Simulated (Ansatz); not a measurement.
# HfN under a change: biaxial strain −1.25 %, plane normal [111], relaxed out of plane

Base system: HfN in the rock salt structure (space group Fm-3m, No. 225; a = 4.5018 Å; relaxed with 0.1 eV smearing). Axes: x, y, z lie along the cube axes.

It is then changed as follows: biaxial strain −1.25 %, plane normal [111], relaxed out of plane (Cartesian); in-plane vectors clamped, the third vector and the atoms free.

Calculations: Ansatz (a first-principles code), PBEsol, PAW, cutoff 420 eV, spin-orbit coupling left out. k-mesh 22×22×22 (Γ-centred); smearing 0.1 eV (Fermi–Dirac).

| quantity | base | changed | shift |
|---|---|---|---|
| volume per atom | 11.40 Å³ | 11.25 Å³ | -0.157 Å³ |
| space group | Fm-3m (No. 225) | R-3m (No. 166) | – |
| shortest interatomic distance | 4.254 bohr | 4.235 bohr | -0.019 bohr |
| energy relative to the base (free energy F) | 0 meV/atom | +5.4 meV/atom | +5.4 meV/atom |
| pressure (mean of the normal stresses, compression positive) | 0.0 GPa | 4.1 GPa | +4.1 GPa |
| band gap | zero | zero | – |
| out-of-plane strain | – | +1.14 % | – |
| ratio −ε⊥/ε∥ | – | 0.91 | – |
| mean in-plane stress (compression positive) | – | +6.1 GPa | – |

Whether these cells are dynamically stable was not tested. The final runs are not spin-polarised. An odd electron count without spin: HfN.
